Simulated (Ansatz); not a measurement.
```
CELL_PARAMETERS angstrom
     16.50000     0.00000     0.00000
      0.00000    16.50000     0.00000
      0.00000     0.00000     3.97245
ATOMIC_POSITIONS crystal
  Mg 0.65755 0.50000 0.00000
  O  0.61478 0.61478 0.00000
  Mg 0.50000 0.65755 0.00000
  O  0.38522 0.61478 0.00000
  Mg 0.34245 0.50000 0.00000
  O  0.38522 0.38522 0.00000
  Mg 0.50000 0.34245 0.00000
  O  0.61478 0.38522 0.00000
  O  0.66232 0.50000 0.50000
  Mg 0.61140 0.61140 0.50000
  O  0.50000 0.66232 0.50000
  Mg 0.38860 0.61140 0.50000
  O  0.33768 0.50000 0.50000
  Mg 0.38860 0.38860 0.50000
  O  0.50000 0.33768 0.50000
  Mg 0.61140 0.38860 0.50000
```

All values below come from PBE (plane waves to 420 eV, PAW; Ansatz, a program for electronic structure). Mesh 1×1×8. No spin polarisation. It repeats along c; a and b span vacuum. A hypothetical model. Symmetry and one short period hold its shape; lower forms weren't sought.

Question: Tabulate the two highest filled and two lowest empty levels along the axis, from the valence top.

Answer: 
```json
[
 {"k (2π/c)": "0.000", "v2 (eV)": "-0.23", "v1 (eV)": "0.00", "c1 (eV)": "3.06", "c2 (eV)": "4.10"},
 {"k (2π/c)": "0.042", "v2 (eV)": "-0.26", "v1 (eV)": "-0.01", "c1 (eV)": "3.09", "c2 (eV)": "4.12"},
 {"k (2π/c)": "0.083", "v2 (eV)": "-0.28", "v1 (eV)": "-0.06", "c1 (eV)": "3.17", "c2 (eV)": "4.17"},
 {"k (2π/c)": "0.125", "v2 (eV)": "-0.26", "v1 (eV)": "-0.12", "c1 (eV)": "3.30", "c2 (eV)": "–"},
 {"k (2π/c)": "0.167", "v2 (eV)": "-0.18", "v1 (eV)": "-0.18", "c1 (eV)": "3.47", "c2 (eV)": "–"},
 {"k (2π/c)": "0.208", "v2 (eV)": "-0.14", "v1 (eV)": "-0.14", "c1 (eV)": "3.68", "c2 (eV)": "–"},
 {"k (2π/c)": "0.250", "v2 (eV)": "-0.12", "v1 (eV)": "-0.12", "c1 (eV)": "3.91", "c2 (eV)": "–"},
 {"k (2π/c)": "0.292", "v2 (eV)": "-0.14", "v1 (eV)": "-0.14", "c1 (eV)": "4.17", "c2 (eV)": "–"},
 {"k (2π/c)": "0.333", "v2 (eV)": "-0.18", "v1 (eV)": "-0.18", "c1 (eV)": "–", "c2 (eV)": "–"},
 {"k (2π/c)": "0.375", "v2 (eV)": "-0.25", "v1 (eV)": "-0.24", "c1 (eV)": "–", "c2 (eV)": "–"},
 {"k (2π/c)": "0.417", "v2 (eV)": "-0.19", "v1 (eV)": "-0.19", "c1 (eV)": "–", "c2 (eV)": "–"},
 {"k (2π/c)": "0.458", "v2 (eV)": "-0.16", "v1 (eV)": "-0.16", "c1 (eV)": "–", "c2 (eV)": "–"},
 {"k (2π/c)": "0.500", "v2 (eV)": "-0.15", "v1 (eV)": "-0.15", "c1 (eV)": "–", "c2 (eV)": "–"}
]
```
A dash stands for levels within 1 eV of the vacuum level or above it.
